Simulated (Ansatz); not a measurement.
Consider the following.

End structure of a constructed model of the (111) surface of fcc Pt, a pseudomorphic layer of Ti in the host's stacking (bottom of the slab: a bare face, its two planes held):

```xyz
7
Lattice="2.8072 0.0000 0.0000 -1.4036 2.4311 0.0000 0.0000 0.0000 30.5000" Properties=species:S:1:pos:R:3 pbc="T T T"
Pt     0.0000     1.6207     8.2103
Pt     1.4036     0.8104    10.5023
Pt     0.0000     0.0000    12.7795
Pt     0.0000     1.6207    15.0656
Pt     1.4036     0.8104    17.3834
Pt     0.0000     0.0000    19.7962
Ti     0.0000     1.6207    21.9401
```

Set-up: 7 atoms, 14.1 Å thick at the start; mesh 15x15x1; 0.1 eV smearing; dipole correction on; single point; on the structure that PBE left under its start's symmetry; no spin, no spin-orbit, no U. It is one candidate, not shown to be the stable structure of the face.

### Question
What is the computed work function of the top face (r2SCAN, at the PBE geometry (Ansatz, a quantum-chemistry and plane-wave program))?

### Answer
4.37 eV
